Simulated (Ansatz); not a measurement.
System: AlB2-type ZrB2. Method: PBEsol (Ansatz, an electronic-structure program, PAW).

Run with plane-wave cutoff 500 eV, 18×18×12 k mesh (along the axes of the cell as run), Fermi–Dirac smearing 0.05 eV, scalar-relativistic PAW data made under PBE.

Computed at the level's own relaxed cell.

Question: Predict the volume per atom, lattice constant a and c axis length.

Answer: 
- volume per atom = 10.07 Å³/atom
- lattice constant a = 3.155 Å
- c axis length = 3.507 Å

Measured, for comparison: lattice constant a 3.17 Å, lattice parameter c 3.532 Å (room temperature, not corrected to a static lattice; as tabulated in Zhang et al. (2020), arXiv:1911.03307). Computed (rounded) less measured: lattice constant a -0.5 %, lattice parameter c -0.7 %. A static lattice is as a rule a little smaller and stiffer than an uncorrected measurement, which narrows the difference in the lattice constant a, lattice parameter c and would widen misses of the other sign.

Static lattice: no zero-point or thermal effects.

Computing time: about 50 core-seconds (a rough figure).
